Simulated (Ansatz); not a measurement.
Start from MoS2 (space group R3m, No. 160; layered, stacked along the Cartesian z axis).

```xyz
3
Lattice="1.5766 0.9103 5.9979 -1.5766 0.9103 5.9979 0.0000 -1.8205 5.9979" Properties=species:S:1:pos:R:3 pbc="T T T"
Mo     0.0000     0.0000     0.0003
S      0.0000     0.0000    13.5588
S      0.0000     0.0000    10.4319
```

The values are results of PBE-D3(BJ) (Ansatz, a first-principles code), no spin-orbit coupling, earlier PAW set, not measurements.

Carriers are added at fixed cell with a uniform background; the Fermi–Dirac width is that of 300 K.

One change was made to it. Results:

| quantity | base | after |
|---|---|---|
| gap between the host's bands | 0.77 eV | 0.81 eV |
| gap character | indirect, T → k = (0, 0.182, -0.182) in the run's primitive reciprocal basis | indirect, T → k = (0, 0.182, -0.182) in the run's primitive reciprocal basis |
| Fermi level relative to the doped band's edge (positive inside the band; to 0.05 eV) | – | +0.95 eV |

Problem. What was done to the base?
(A) holes 5.0×10^21 cm⁻³
(B) electrons 7.0×10^21 cm⁻³
(C) electrons 3.0×10^21 cm⁻³
(D) holes 2.0×10^21 cm⁻³
(E) electrons 5.0×10^21 cm⁻³

Solution. A, holes 5.0×10^21 cm⁻³. For comparison, the Fermi level from band edge in the other runs: holes 2.0×10^21 cm⁻³ gives +0.70 eV; electrons 7.0×10^21 cm⁻³ gives +0.50 eV; electrons 5.0×10^21 cm⁻³ gives +0.40 eV; electrons 3.0×10^21 cm⁻³ gives +0.30 eV.

Charged cell with a jellium background: band edges are those of the host's band count, energies are not comparable with the neutral cell, and many-body gap narrowing is missing. Whether these cells are dynamically stable was not tested.
